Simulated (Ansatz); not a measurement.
BeMo (model structure, started from the CuAu type, P4/mmm, No. 123, 2 atoms in the cell) was calculated with PBE (PAW; Ansatz, an electronic-structure program).

Input:

Ansatz 0.2 input:
```yaml
crystal:
  lattice:
    - [2.6639633847, 0.0, 0.0]
    - [0.0, 2.6639633847, 0.0]
    - [0.0, 0.0, 3.5162987861]
  atoms:
    - { symbol: Be, position: [0.5, 0.5, 0.5] }
    - { symbol: Mo, position: [0.0, 0.0, 0.0] }
basis:
  ecutwfc: 520
  ecutrho_ratio: 4
  xc_grid: 2
kpoints:
  mp_grid: { grid: [20, 20, 16] }
hamiltonian:
  xc: pbe
  dispersion: none
  pseudopotentials: { kind: paw }
scf:
  occupations: { method: fermi_dirac, width: 0.05 }
output:
  forces: true
  stress: true
  eigenvalues: true
relax:
  f_tol: 0.004
  escape_saddle: false
  max_steps: 80
  cell: { stress_tol: 0.02, fix: [volume] }
```

Excerpt of the program's output:

```
Relaxation: its limit of steps is 80 (relax.max_steps)
Crystal: 2 atoms, lattice volume = 24.954 Å³
Basis set: ecut = 520 eV, 649 PW (Γ), exchange–correlation on 40×40×54 points (8 copies of the dense FFT grid, shifted against one another)
Bands: 12, of which v1, the nominal top of the filled ones, is band 8 counted from 1 (7 counted from 0)
Symmetry: 16 space group operations
Space group: P4/mmm (ITA 123), of the structure as read, at distance tolerance 2.9e-5 Å
k-points: 594 of 6400
Functional: x = pbe(κ = 0.804, μ = 0.2195149727645171), c = pbe(β = 0.06672455060314922)
SCF iter   1: F=—  HF=-5048.574858 eV  |F-HF|=—  |Δ(HF+E_count)|=         —  Δρ=7.75e-3  dr2=8.15e-3
SCF iter   2: F=—  HF=-5048.574016 eV  |F-HF|=—  |Δ(HF+E_count)|=   8.42e-4  Δρ=4.58e-3  dr2=3.25e-3
  ...
SCF 1 converged in 6 iterations: F = -5048.573591 eV  dr2 = 8.58e-9
Crystal: 2 atoms, lattice volume = 24.954 Å³
Basis set: ecut = 520 eV, 657 PW (Γ), exchange–correlation on 40×40×54 points (8 copies of the dense FFT grid, shifted against one another)
Initial density: handed on by an earlier stage of this run
SCF 2 converged in 6 iterations: F = -5048.574016 eV  dr2 = 8.63e-12
Crystal: 2 atoms, lattice volume = 24.954 Å³
SCF 3 converged in 6 iterations: F = -5048.574033 eV  dr2 = 5.83e-13
Crystal: 2 atoms, lattice volume = 24.954 Å³
SCF iter   8: F=-5048.574033 eV  HF=-5048.574033 eV  |F-HF|=9.09e-13  |Δ(HF+E_count)|=  1.82e-12  Δρ=4.85e-10  dr2=1.99e-17
SCF iter   9: F=-5048.574033 eV  HF=-5048.574033 eV  |F-HF|=9.09e-13  |Δ(HF+E_count)|=  9.09e-13  Δρ=9.68e-11  dr2=2.02e-18
SCF 4 converged in 9 iterations: F = -5048.574033 eV  dr2 = 2.02e-18
SCF converged after 9 iterations
Free energy (F): -5048.574033 eV
Internal energy: -5048.566257 eV  (E = F + TS)
E sigma→0 (E₀):  -5048.570145 eV
Fermi energy:    15.585252 eV
--- Forces (eV/Å), atoms counted from 1 ---
  atom   1  Be    -0.00000000     0.00000000     0.00000000
  atom   2  Mo     0.00000000     0.00000000     0.00000000
--- Stress (GPa, compression-positive) ---
       -3.396815       0.000000      -0.000000
        0.000000      -3.396815      -0.000000
       -0.000000      -0.000000      -3.383987
  P = ⅓ Tr σ = -3.3925 GPa (-33.925 kbar)
```

The cell is one volume of an energy–volume scan, off the minimum.

Note: the run has no spin polarisation, so it can have missed a magnetic state. Note: the relaxation could raise the start's symmetry but not lower it, so the cell can be a saddle point.

Computing time: roughly 80 core-seconds.

A model structure was made by putting elements into a prototype or built by hand; it is no filed structure, need not be a known phase, and can be a saddle point held by its symmetry.
